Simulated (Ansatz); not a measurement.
The starting structures come from a database of crystals and need not be the phases stable at ambient conditions.

By PBEsol, the system below comes out a metal.

The ballistic (Sharvin) conductance counts the channels at the Fermi level: G/A = (e²/h) × channels of both spins per area.

Data:

```
ScZn
1.0
    4.71502     0.00000     0.00000
   -2.35751     4.08332     0.00000
    2.35751     1.36111     1.92490
Sc Zn
1 1
Direct
  0.00000   0.00000   0.00000
  0.00000   0.50000   0.50000
```

Space group of this cell: Pm-3m, CsCl type. The cell is taken as given; by PBEsol its mean pressure is -2.3 GPa.

The current flows along the normal of the first two printed cell vectors, the (111) plane of the conventional cell. No spin-orbit coupling; the value is a mean over 0.1 eV about the Fermi level.

Predict the ballistic conductance per area from Ansatz (a program for electronic structure) with PBEsol.

0.75 × 10¹⁵ S/m² for both spins.
